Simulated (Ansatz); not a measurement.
Results of LDA in Ansatz (plane waves, PAW) for SiO2 (I-42d, No. 122, 6 atoms in the cell; start mp-546794; a measured phase of this formula has another space group).

Input:

Ansatz 0.2 input:
```yaml
crystal:
  lattice:
    - [-2.4472794608, 2.4472794608, 3.6174763099]
    - [2.4472794608, -2.4472794608, 3.6174763099]
    - [2.4472794608, 2.4472794608, -3.6174763099]
  atoms:
    - { symbol: Si, position: [0.0, 0.0, 0.0] }
    - { symbol: Si, position: [0.75, 0.25, 0.5] }
    - { symbol: O, position: [0.375, 0.2240619914, 0.3490619914] }
    - { symbol: O, position: [0.7759380086, 0.125, 0.1509380086] }
    - { symbol: O, position: [0.875, 0.0259380086, 0.6509380086] }
    - { symbol: O, position: [0.9740619914, 0.625, 0.8490619914] }
basis:
  ecutwfc: 520
  ecutrho_ratio: 4
  xc_grid: 2
kpoints:
  mp_grid: { grid: [10, 10, 10] }
hamiltonian:
  xc: lda
  dispersion: none
  pseudopotentials: { kind: paw }
scf:
  occupations: { method: fermi_dirac, width: 0.01 }
output:
  forces: true
  stress: true
  eigenvalues: true
relax:
  f_tol: 0.004
  escape_saddle: false
  max_steps: 80
  cell: { stress_tol: 0.02, fix: [volume] }
```

From the output:

```
Relaxation: its limit of steps is 80 (relax.max_steps)
Crystal: 6 atoms, lattice volume = 86.663 Å³
Basis set: ecut = 520 eV, 2341 PW (Γ), exchange–correlation on 80×80×80 points (8 copies of the dense FFT grid, shifted against one another)
Bands: 22, of which v1, the nominal top of the filled ones, is band 16 counted from 1 (15 counted from 0)
Symmetry: 8 space group operations
Space group: I-42d (ITA 122), of the structure as read, at distance tolerance 4.4e-5 Å
k-points: 102 of 1000 (time reversal used)
Functional: x = slater, c = lda
SCF iter   1: F=—  HF=-3445.415277 eV  |F-HF|=—  |Δ(HF+E_count)|=         —  Δρ=1.14e-2  dr2=9.99e-2
SCF iter   2: F=—  HF=-3445.390622 eV  |F-HF|=—  |Δ(HF+E_count)|=   2.47e-2  Δρ=5.46e-3  dr2=1.08e-2
  ...
SCF 1 converged in 6 iterations: F = -3445.386443 eV  dr2 = 4.22e-9
Crystal: 6 atoms, lattice volume = 86.663 Å³
Initial density: handed on by an earlier stage of this run
SCF 2 converged in 4 iterations: F = -3445.391682 eV  dr2 = 5.99e-7
Crystal: 6 atoms, lattice volume = 86.663 Å³
SCF 3 converged in 5 iterations: F = -3445.403295 eV  dr2 = 8.96e-8
Crystal: 6 atoms, lattice volume = 86.663 Å³
SCF 4 converged in 5 iterations: F = -3445.403351 eV  dr2 = 3.25e-10
Crystal: 6 atoms, lattice volume = 86.663 Å³
SCF 5 converged in 4 iterations: F = -3445.403357 eV  dr2 = 5.92e-10
Crystal: 6 atoms, lattice volume = 86.663 Å³
SCF iter   4: F=—  HF=-3445.403357 eV  |F-HF|=—  |Δ(HF+E_count)|=   1.84e-8  Δρ=3.90e-7  dr2=4.06e-11
SCF iter   5: F=-3445.403357 eV  HF=-3445.403357 eV  |F-HF|=3.64e-12  |Δ(HF+E_count)|=  1.72e-10  Δρ=1.02e-7  dr2=5.41e-12
SCF 6 converged in 5 iterations: F = -3445.403357 eV  dr2 = 5.41e-12
SCF converged after 5 iterations
Free energy (F): -3445.403357 eV
Internal energy: -3445.403357 eV  (E = F + TS)
E sigma→0 (E₀):  -3445.403357 eV
Fermi energy:    3.597160 eV
--- Forces (eV/Å), atoms counted from 1 ---
  atom   1  Si     0.00000000    -0.00000000     0.00000000
  atom   2  Si    -0.00000000     0.00000000    -0.00000000
  atom   3  O      0.00055070    -0.00000000     0.00000000
  atom   4  O     -0.00000000    -0.00055070     0.00000000
  atom   5  O     -0.00055070    -0.00000000    -0.00000000
  atom   6  O     -0.00000000     0.00055070    -0.00000000
--- Stress (GPa, compression-positive) ---
        0.408879      -0.000000       0.000000
        0.000000       0.408879       0.000000
        0.000000       0.000000       0.403684
  P = ⅓ Tr σ = 0.4071 GPa (4.071 kbar)
```

The cell is one volume of an energy–volume scan, off the minimum.

The PAW data were made under PBE.

Note: the relaxation could not lower the start's symmetry, so the cell can be a saddle point above a distorted one.

A start named mp-… is a Materials Project structure, which need not be a measured phase.

Ansatz is an electronic-structure program.
